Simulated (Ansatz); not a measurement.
System: HfO2 (model structure, started from the CdI2 type, P-3m1, No. 164, 3 atoms in the cell). Method: r²SCAN in Ansatz (PAW).

Numerical settings: plane-wave cutoff 560 eV, 12×12×8 k mesh (along the axes of the cell as run), Fermi–Dirac smearing 0.01 eV, scalar-relativistic PAW data made under PBE.

Cell (relaxed at this level):

```
HfO2
1.0
    3.23296     0.00000     0.00000
   -1.61648     2.79982     0.00000
    0.00000     0.00000     4.82790
Hf O
1 2
Cartesian
  0.00000   0.00000   0.00000
  0.00000   1.86655   0.95924
  1.61648   0.93327   3.86867
```

Task: Give the computed band gap, smallest direct gap on the k points sampled and direct gap at Γ.

Result: 
- band gap: 5.14 eV
- smallest direct gap on the k points sampled: 5.51 eV
- direct gap at Γ: 5.86 eV

Note: the relaxation could raise the start's symmetry but not lower it, so the cell can be a saddle point; the cell has widely spaced layers and the level no dispersion term, so their spacing and the moduli can rest on weak binding.

Spin–orbit coupling is not included.

Static lattice: no zero-point or thermal effects.

It cost very roughly 29 core-seconds of CPU time.

A model structure was made by putting elements into a prototype or built by hand; it is no filed structure, need not be a known phase, and can be a saddle point held by its symmetry.

Ansatz is an electronic-structure program.
